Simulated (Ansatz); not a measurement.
Functionals compared on the (20-21) surface of hcp Mg in its 1x1 cell, outermost plane spacing 0.22 Å in the ideal cut, in Ansatz (plane waves, PAW). The structure was relaxed with PBE; the other rows are single points on it, each with its references at the same level. Cutoff 420 eV (500 eV for r2SCAN).

Model: 16-atom slab, 9.6 Å thick at the start (thin: gaps and levels are the slab's own), 12x4x1 mesh, Fermi-Dirac 0.1 eV, dipole correction, all atoms relaxed; held to the part of the start's symmetry that mesh and held atoms allow; no spin, no spin-orbit, no U. These notes are the PBE run's.

| functional | surface energy (J/m²) | work function of the top face (eV) | rough cost of the single point |
|---|---|---|---|
| PBE | 0.64 | 3.63 | – |
| LDA | 0.72 | 3.76 | very roughly 120 core-seconds |
| PBEsol | 0.71 | 3.68 | roughly 120 core-seconds |
| RPBE | 0.58 | 3.57 | very roughly 110 core-seconds |
| r2SCAN | (withheld) | (withheld) | roughly 5 core-minutes |

Q: Some entries are withheld; supply them.

A: 
- r2SCAN, surface energy (J/m²): 0.71
- r2SCAN, work function of the top face (eV): 3.70

Ansatz is a quantum-chemistry and plane-wave program.
